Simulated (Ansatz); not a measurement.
Consider GaSb in the zinc blende structure (space group F-43m, No. 216; a = 6.111 Å).

The change: every lattice vector is stretched by 1.16 %; the atoms relax in the strained cell.

Levels (all Ansatz, a first-principles code, PAW): PBEsol (420 eV, spin-orbit coupling left out); r2SCAN (500 eV, spin-orbit coupling left out).

The geometry is relaxed with PBEsol.

```
Quantity           Result
---------------  --------
PBEsol pressure  -1.7 GPa
PBEsol band gap      zero
```

Q: How does going to r2SCAN change the pressure and band gap?

A: The pressure rises by 0.43 GPa (-1.7 GPa → -1.2 GPa); the band gap becomes 0.23 eV (PBEsol: zero).

Single points use the geometry relaxed with PBEsol. Their cutoffs differ, which shifts pressures a little. With Sb present, leaving out spin-orbit coupling can change the band edges. Whether these cells are dynamically stable was not tested. The final runs are not spin-polarised. A zero or small gap of GaSb can be the functional's error rather than a property of the material.
